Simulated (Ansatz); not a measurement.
The reference is TlGaTe$_{2}$ (space group I4/mcm, No. 140; a = 8.3499 Å, c = 6.7672 Å).

Computed with DFT with PBEsol, PAW potentials and a 420 eV plane-wave cutoff in Ansatz (an electronic-structure program), spin-orbit coupling left out, earlier PAW set.

Base values:

The volume per atom is 29.49 Å³.

The change: every Te is replaced by Se; the structure is relaxed again.

**Question.** How does this affect the volume per atom?

**Answer.** The volume per atom falls by 4.22 Å³, from 29.49 Å³ to 25.27 Å³.

No phonon test of stability was made. For TlGaSe2 in this form, whether it has been made was not checked.
